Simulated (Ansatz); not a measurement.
Functionals compared on a constructed model of the (0001) surface of hcp Ti, a pseudomorphic layer of In in the host's stacking (bottom of the slab: a bare face, its two planes held), in Ansatz (plane waves, PAW). The structure was relaxed with PBE; the other rows are single points on it. Cutoff 420 eV (500 eV for r2SCAN).

Model: 7-atom slab, 14.3 Å thick at the start, 15x15x1 mesh, Fermi-Dirac 0.1 eV, dipole correction, 2 atoms held, the rest relaxed; held to the start's symmetry, so lower structures may exist; no spin, no spin-orbit, no U. It is one candidate, not shown to be the stable structure of the face. These notes are the PBE run's.

```
functional  work function of the top face (eV)          rough cost of the single point
----------  ----------------------------------  --------------------------------------
PBE                                       4.08                                       –
RPBE                                         …  about 26 core-seconds (a rough figure)
r2SCAN                                    4.13            very roughly 50 core-seconds
```

### Question
Some entries are withheld; supply them.

### Answer

- RPBE, work function of the top face (eV): 3.94

Ansatz is a first-principles code.
